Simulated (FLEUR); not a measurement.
Checking a run of FLEUR on Pt (Fm-3m, 1 atom in the cell). The aim is a self-consistent single point with DFT, PBE, all-electron FLAPW (FLEUR), scalar-relativistic valence.

Cell that was meant: a = 2.8075 Å, b = 2.8075 Å, c = 2.8075 Å, α = 60.00°, β = 60.00°, γ = 60.00°.

Part of the input:

```xml
   </cell>
   <atomSpecies>
      <species name="Platinum (Pt)" element="Pt" atomicNumber="78">
         <mtSphere radius="1.58" gridPoints="857" logIncrement="0.016"/>
         <atomicCutoffs lmax="10" lnonsphr="8"/>
         <electronConfig flipSpins="F">
            <coreConfig>(1s1/2) (2s1/2) (2p1/2) (2p3/2) (3s1/2) (3p1/2) (3p3/2) (4s1/2) (3d3/2) (3d5/2) (4p1/2) (4p3/2) (5s1/2) (4d3/2) (4d5/2) (4f5/2) (4f7/2)</coreConfig>
```

Output (repeated stretches shortened):

```
      Welcome to FLEUR        (www.flapw.de)
      MaX-Release 8.1          (www.max-centre.eu)

 ========== k-point set info ==========
 Selected k-point list: default-1
 k-point list type: mesh
 19 x 19 x 19
 Number of k points: 220

 ------------Calculation Setup---------------------------
           1           2           4           5          10          11          20          22          44          55         110         220
 Number of basis functions:          134
 Iteration:     1   Distance:      28.03982211 me/bohr^3
 Iteration:     2   Distance:      26.49673195 me/bohr^3
 Iteration:     3   Distance:       4.76004684 me/bohr^3
 Iteration:     4   Distance:       1.81021686 me/bohr^3
 Iteration:     5   Distance:       0.62668067 me/bohr^3
   [... 5 lines left out ...]
 Iteration:    11   Distance:       0.00016964 me/bohr^3
 Iteration:    12   Distance:       0.00002357 me/bohr^3
 Iteration:    13   Distance:       0.00001124 me/bohr^3
 Iteration:    14   Distance:       0.00000067 me/bohr^3
 Run finished successfully
 Stop message:
   Structural relaxation: Done

[file out, last iteration]
             iter=     15
[...]
          total density-effective poten   -3.2399776310E+04
          total charge density-energy d   -3.5744067576E+02
 Updated energy parameters for spin:           1
[...]
 fermi energy and band-weighting factors:

[...]
FERMIE:
          first approx. to ef    (T=0)  :   0.905236 htr   (energy of the highest occ. eigenvalue)
          number of occ. states  (T=0)  :       1766
          first approx. to seigv (T=0)  :  -2.851421 htr
          sum of weights of occ. states :   8.000292
          sum of semicore charge        :   0.000000 e
FERHIS:  Fermi-Energy by histogram:
          bandgap                     :   0.000000 htr
   [... lines left out ...]
          charge neutrality (T=0)     :   0.000583    (zero if the highest occ. eigenvalue is "entirely" occupied)
     EF_NEWTON:  Adjust Fermi-Energy by Newton-Method.
 Direct bandgap for spin            1 :    5.9297385434220473E-003  Htr
   [... lines left out ...]
 ---->    free energy=                    -18451.7521012469 htr
      extrapolation for T->0
 ---->    total electron energy=          -18451.7514838719 htr
 ***** TOTAL FORCES ON ATOMS *****
 TOTAL FORCE FOR ATOM TYPE=  1  X=  0.000   Y=  0.000   Z=  0.000
                       FX_TOT= 0.000000 FY_TOT= 0.000000 FZ_TOT= 0.000000
 Structural relaxation: Done
```

FLEUR gives forces in its relaxation mode, with a further iteration, so its stop message speaks of a relaxation.

Q: Is this run sound? If not, what is wrong?

A: The run is not sound. The fault is muffin-tin spheres that are too small. Small spheres let core charge leak out and need a larger plane-wave cutoff. To fix it, use nearly touching spheres. The run converged in 14 iterations without an error; against the sound input the free energy goes down by 137 eV/atom.

The sound input it was made from differs as follows (other fixes are possible):
```diff
-         <mtSphere radius="1.58" gridPoints="857" logIncrement="0.016"/>
+         <mtSphere radius="2.43" gridPoints="857" logIncrement="0.016"/>
```

With that input, the run converged in 13 iterations: free energy E − TS -501961.1203 eV; Fermi level (on the code's own zero) 14.32 eV (DFT, PBE, all-electron FLAPW (FLEUR), scalar-relativistic valence).

On the sound input: the starting cell comes from a database of computed structures (which also holds hypothetical and non-ambient phases and stackings), without a prior relaxation at this level. Its lattice was rescaled by a random factor within 2.5 % of one. Spin-orbit coupling is off. Spin polarisation is off. Values depend on the basis (sphere radii, cutoffs, local orbitals), which need not be converged. The log's line on a gap gives a spacing of levels on this mesh, which the program prints for metals too.
